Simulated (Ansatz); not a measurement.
The starting structures come from a database of crystals and need not be the phases stable at ambient conditions.

The decay constant κ of evanescent states in the gap governs leakage through a thin film.

Input:

```
CELL_PARAMETERS angstrom
      4.65500     0.00000     0.00000
      0.00000    14.83552     0.00000
      2.32750     4.94517     1.34378
ATOMIC_POSITIONS crystal
  Li 0.00000 0.00000 0.00000
  Li 0.00000 0.50000 0.00000
  N  0.00000 0.75000 0.00000
  N  0.00000 0.25000 0.00000
  O  0.72977 0.47977 0.81069
  O  0.27023 0.52023 0.18931
  O  0.72977 0.75000 0.00000
  O  0.27023 0.25000 0.00000
  O  0.54046 0.02023 0.18931
  O  0.45954 0.97977 0.81069
```

Space group of this cell: R-3c. The cell is taken as given; by r2SCAN its mean pressure is -1.3 GPa.

Transport runs along the normal of the first two printed cell vectors, the (100) plane of the conventional cell.

No gap correction and no spin-orbit coupling; mid-gap values are interpolated between computed energies.

### Question
Estimate the band gap and the smallest decay constant κ at mid-gap that r2SCAN in Ansatz (a program for electronic structure) returns for this system.

### Answer
Gap 3.62 eV on a 22×22×22 mesh; κ = 0.556 1/Å, at the zone centre.
